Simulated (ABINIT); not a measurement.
## Several settings converged on K3Pd (P4mm, 4 atoms in the cell)

```xyz
4
Lattice="5.4178 0.0000 0.0000 0.0000 5.4178 0.0000 0.0000 0.0000 5.4178" Properties=species:S:1:pos:R:3 pbc="T T T"
K      2.7089     2.7089     0.0500
K      0.0000     2.7089     2.7089
K      2.7089     0.0000     2.7089
Pd     0.0000     0.0000     0.0000
```

Base method: PBEsol, PAW (JTH v2.0 PBE PAW, files made for PBE) (plane waves; ABINIT).

Base settings: pseudos = [K.GGA_PBE-JTH.xml, Pd.GGA_PBE-JTH.xml]; ecut = 653 eV; pawecutdg = 1306 eV; ixc = -116133; occopt = 3; tsmear = 0.00367493 Ha; ngkpt = 2 2 2; nshiftk = 1; shiftk = 0 0 0; potentials = JTH v2.0 PBE PAW.

The count of work is k-points × plane waves × bands × iterations; it is no time. Core times come from one kind of shared machine, to one figure; runs under 30 s give none.

**The plane-wave cutoff**

Moved along: pawecutdg.

The second cell is the first with its lattice scaled by 0.98.

The mesh stays at the base's, so the ladder's end is converged at best in this setting alone.

Only quantities that move along the ladder and can be compared are tabulated.

These are the values that this program gave, and no reference: the one-centre exchange-correlation terms come from a truncated expansion.

```tsv
ecut	free energy less the last step's (meV/atom)	energy of the compressed cell less the first (meV/atom)	pressure (GPa)	largest difference of a force vector from the last step's (eV/Å)	count of work / last	core time / last (rough)
223 eV	475.98	28.40	-9.47	0.009	0.046	–
299 eV	66.63	-6.98	-1.89	0.001	0.12	–
354 eV	32.91	-8.01	-0.95	0.000	0.13	0.2
435 eV	18.82	-9.38	-1.04	0.001	0.19	–
571 eV	3.71	-8.95	-0.84	0.000	0.32	0.5
653 eV	2.52	-8.89	-0.84	0.002	0.31	0.2
762 eV	1.22	-8.95	-0.83	0.000	0.35	0.4
1524 eV	0.00	-8.97	-0.82	0.000	1.0	1
```

Coarsest ecut that holds the pressure within 0.5 GPa of the last step, with all finer ones: 354 eV, at 0.13 of the last step's count of work and about 0.2 of the last step's time; the step before is off by 1.1 GPa.

State of the free energy at the end of the ladder: still drifting one way, by 2.5 meV/atom over the last two steps, so the last step is no safe reference.

Coarsest ecut that holds the energy of the compressed cell less the first within 0.2 meV/atom of the last step, with all finer ones: 571 eV, at 0.32 of the last step's count of work; the step before is off by 0.41 meV/atom.

At the lowest cutoff the pressure lies 8.7 GPa under the last step's, the usual sign of Pulay stress in an incomplete plane-wave basis.

**The cutoff for other potential files**

Level: DFT, PBEsol, plane waves, norm-conserving pseudopotentials (PseudoDojo nc-sr-04 PBEsol standard).

In this ladder: pseudos = [K.upf, Pd.upf]; pawecutdg = default; ixc = default; potentials = PseudoDojo nc-sr-04 PBEsol standard.

The mesh stays at the base's, so the ladder's end is converged at best in this setting alone.

Only quantities that move along the ladder and can be compared are tabulated.

```csv
ecut,free energy less the last step's (meV/atom),pressure (GPa),count of work / last,core time / last (rough)
490 eV,2999.52,-39.68,0.075,–
626 eV,732.70,-14.86,0.12,0.2
789 eV,88.60,-3.60,0.16,0.2
952 eV,5.37,-1.11,0.21,0.2
1116 eV,0.61,-0.85,0.27,0.2
1687 eV,0.20,-0.84,0.60,0.4
2231 eV,0.00,-0.84,1.0,1
```

Coarsest ecut that holds the pressure within 0.05 GPa of the last step, with all finer ones: 1116 eV, at 0.27 of the last step's count of work and about 0.2 of the last step's time; the step before is off by 0.27 GPa.

Coarsest ecut that holds the free energy within 2 meV/atom of the last step, with all finer ones: 1116 eV, at 0.27 of the last step's count of work and about 0.2 of the last step's time; the step before is off by 5.4 meV/atom.

At the lowest cutoff the pressure lies 38.8 GPa under the last step's, the usual sign of Pulay stress in an incomplete plane-wave basis.

**The relaxed cell against the cutoff**

On K3Pd (Pm-3m, 4 atoms in the cell): atoms on their sites.

In this ladder: toldfe = default; tolvrs = 1e-11; ionmov = 3; ntime = 40; tolmxf = 0.0002 Ha/bohr; optcell = 2; dilatmx = 1.08; ecutsm = 0.5 Ha. Moved along: pawecutdg.

The mesh stays at the base's, so the ladder's end is converged at best in this setting alone.

Only quantities that move along the ladder and can be compared are tabulated.

These are the values that this program gave, and no reference: the one-centre exchange-correlation terms come from a truncated expansion.

| ecut | relaxed volume (Å³/atom) | relaxation steps | core time / last (rough) |
|---|---|---|---|
| 327 eV | 36.298 | 7 | 0.1 |
| 381 eV | 35.973 | 9 | 0.3 |
| 435 eV | 35.916 | 6 | 0.3 |
| 653 eV | 35.769 | 5 | 0.3 |
| 762 eV | 35.801 | 6 | 0.6 |
| 1279 eV | 35.842 | 5 | 1 |

Coarsest ecut that holds the relaxed volume within 0.179 Å³/atom of the last step, with all finer ones: 381 eV, at about 0.3 of the last step's time; the step before is off by 0.46 Å³/atom.

At the lowest cutoff the cell relaxes to a volume 1.3 % larger than at the highest.

On the base run: the starting cell comes from a database of computed structures (which also holds hypothetical and non-ambient phases and stackings), without a prior relaxation at this level. Its lattice was rescaled by up to half a per cent. One atom was moved a little off its site on purpose. Spin polarisation is off. The potentials were made for another functional than the one used. Without a gap this mesh is coarse (it stands for a supercell whose shortest vector is 11 Å).
